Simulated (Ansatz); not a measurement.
Here is the system:

```yaml
crystal:
  lattice:
    - [0.00000, 2.43815, 2.43815]
    - [2.43815, 0.00000, 2.43815]
    - [2.43815, 2.43815, 0.00000]
  atoms:
    - { symbol: Pb, position: [0.00000, 0.00000, 0.00000] }
```

Computed with PBEsol, DFPT electron-phonon coupling, linearised Boltzmann equation (plane waves, PAW, scalar-relativistic; Ansatz, a first-principles code). Condition of this run: hydrostatic pressure 2 GPa (the target of the relaxation). Cell: relaxed with this functional, without spin-orbit coupling, then loaded as said.

Estimate the phonon-limited resistivity at 300 K, by direction if it differs.

9.3 μΩ·cm.

And the electrons' mean free path at that temperature?

9.2 nm, weighted by the current that each state carries. Wires not much wider than this gain resistivity from their walls.

A metal at this level (no band gap). Only scattering by harmonic phonons is included (no impurities, grain boundaries, electron-electron scattering or thermal expansion). Spin-orbit coupling is left out, which matters with elements this heavy. The run warned that the eigensolver left some states short of its tolerance. Halving the electron mesh (28x28x28) moves the resistivity by up to 2 % at 300 K, the mean free path by up to 1 %. Smearing 0.20 eV; phonons on a 5x5x5 q mesh, which this run doesn't test.
